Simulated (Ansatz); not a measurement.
InP under load (space group F-43m), r2SCAN with spin-orbit coupling, rigid bands in Ansatz (a quantum-chemistry and plane-wave program). Condition of this run: hydrostatic pressure of -2 GPa (compression positive) (the target of the relaxation). Band gap 0.90 eV, N_c = 4.90e17 cm⁻³ and N_v = 2.44e19 cm⁻³ at 300 K, conductivity masses of 0.0776 mₑ (electrons) and 0.580 mₑ (holes). Take k_BT = 0.02585 eV.

**Question.** Find the intrinsic carrier density and the intrinsic Fermi level.

**Answer.** n_i = √(N_c N_v) exp(−E_g/2k_BT) = 3.46e18 × exp(−17.41) = 9.5e10 cm⁻³. The level lies (k_BT/2) ln(N_v/N_c) = 51 meV from mid-gap (positive towards the conduction band). Each 0.1 eV added to the gap lowers n_i by a factor of 6.9.

**Question.** What thermal injection velocity √(2k_BT/πm) limits a ballistic channel?

**Answer.** 1.93e7 cm/s for electrons and 7.06e6 cm/s for holes, a ratio of √(m_h/m_e) = 2.73, for dilute carriers.

Rigid bands with the computed gap; masses take one relaxation time for all states. Geometry: cell and atoms relaxed with PBEsol.
